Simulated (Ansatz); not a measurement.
Response to strain in InP

Consider InP in the zinc blende structure (space group F-43m, No. 216).

```
CELL_PARAMETERS angstrom
      0.00000     2.93928     2.93928
      2.93928     0.00000     2.93928
      2.93928     2.93928     0.00000
ATOMIC_POSITIONS crystal
  P  0.25000 0.25000 0.25000
  In 0.00000 0.00000 0.00000
```

Cartesian axes are those of the cell as printed.

Strains are applied to the cell and any free atomic positions relax; under stress the whole cell relaxes.

The values are results of Ansatz (a first-principles code) PBEsol, without spin-orbit coupling, not measurements.

```csv
change,gap character,band gap,electron mass
base,direct at Γ,0.57 eV,0.046 mₑ (at Γ)
isotropic strain −5.47 %,"indirect, Γ → X",1.32 eV,"1.9 mₑ along k, 0.24 mₑ across (at X)"
isotropic strain −5.28 %,"indirect, Γ → X",1.33 eV,"1.9 mₑ along k, 0.24 mₑ across (at X)"
uniaxial strain ε_yy = +3.58 %,direct at Γ,0.32 eV,"0.038 mₑ along y, 0.028 mₑ across (at Γ)"
uniaxial strain ε_zz = +0.46 %,direct at Γ,0.54 eV,0.044 mₑ (at Γ)
uniaxial strain ε_zz = +1.82 %,direct at Γ,0.44 eV,"0.042 mₑ along z, 0.037 mₑ across (at Γ)"
"uniaxial stress, 3 GPa tension along z",direct at Γ,0.36 eV,"0.050 mₑ along z, 0.032 mₑ across (at Γ)"
tensor shear ε_xy = +0.57 %,direct at Γ,0.53 eV,0.045 mₑ (at Γ)
"uniaxial stress, 0.5 GPa compression along x",direct at Γ,0.54 eV,"0.044 mₑ along x, 0.048 mₑ across (at Γ)"
"uniaxial stress, 5 GPa compression along z",direct at Γ,0.21 eV,–
```

Masses are band curvatures over ±0.01 Å⁻¹ around the edge. Along k means along the line from Γ to the band edge. Stability under load was not tested beyond the relaxation. The zero or small gap of InP under uniaxial stress, 5 GPa compression along z can change with the level of theory. Labels are those of the standard path for the cell's own space group.
